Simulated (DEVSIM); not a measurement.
System: Ti/Al2O3/SiO2/p-Si capacitor, at 250 K.

Layer 1 from the left is Al2O3, thickness (nm) 3.50. Layer 2 from the left is SiO2, thickness (nm) 1.40. Layer 3 from the left is Si, thickness (nm) 12000, Na (cm⁻³) 2.3e15.

Metal gate on the left, work function 4.33 eV. Fixed charge at the semiconductor interface 0 cm⁻² (in units of +e); interface traps 1e11 cm⁻² eV⁻¹, uniform in energy, neutral level at 0.5 of the gap above the valence band.

Constants are typed, rounded textbook-type inputs, not results; the design itself was drawn at random and stands for no fabricated device. Values at 300 K; Nc and Nv go as T^1.5, mobilities as T to minus their exponent, the gap by Varshni's rule with the affinity fixed.

Al2O3: gap (eV) 6.8, affinity (eV) 1.35, permittivity 9. SiO2: gap (eV) 9, affinity (eV) 0.9, permittivity 3.9. Si: gap (eV) 1.124, affinity (eV) 4.05, permittivity 11.7, Nc (cm⁻³) 2.86e19, Nv (cm⁻³) 3.1e19, Varshni α (eV/K) 0.000473, Varshni β (K) 636.

Model (solved in DEVSIM): 1D Poisson equation in equilibrium, Boltzmann statistics, complete ionisation; no quantum confinement or tunnelling. Metal contacts follow the ideal Schottky-Mott rule: no Fermi-level pinning, no interface dipoles.

### Question
What does the simulation give for the flat-band voltage, the threshold voltage (band bending 2φF)?

### Answer
flat-band voltage -0.66 V; threshold voltage (band bending 2φF) 0.11 V.
